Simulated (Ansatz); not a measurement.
Consider O vacancy in rutile SnO2, charge state +2. The step: one O atom jumps into the vacancy from a nearby O site; the atom moves 2.77 Å along (0.10, -0.47, -0.48) of the unit cell; the moving atom starts with neighbours O at 2.67; Sn at 2.06, Sn at 2.11, Sn at 2.15 Å and ends with O at 2.59; Sn at 2.06, Sn at 2.11, Sn at 2.14 Å. DFT values are from Ansatz (plane-wave PAW, 420 eV unless said) in a cell of 216 host sites, spin-restricted, static, with no finite-size correction. The charge state is imposed; whether it is stable for some Fermi level was not computed. Forms of the defect that were not tried may lie lower. For the PBE band: the saddle point's order was not checked.

| Level | Forward barrier (eV) |
|---|---|
| CHGNet universal potential (has no charge state), its own band | 0.97 |
| PBE, one k-point at (0.250, 0.250, 0.250), band relaxed | 1.21 |
| PBE, a 2×2×2 k-point mesh shifted by half a step, same geometries | 1.21 |
| r2SCAN at 500 eV, one k-point at (0.250, 0.250, 0.250), same geometries | 1.38 |
| PBE, Γ point alone, same geometries | 1.21 |
| HSE06, Γ point alone, same geometries | (withheld) |

Q: Some entries are withheld; supply them.

A: 
- HSE06, Γ point alone, same geometries, Forward barrier (eV): 1.41

Ansatz is an electronic-structure program.
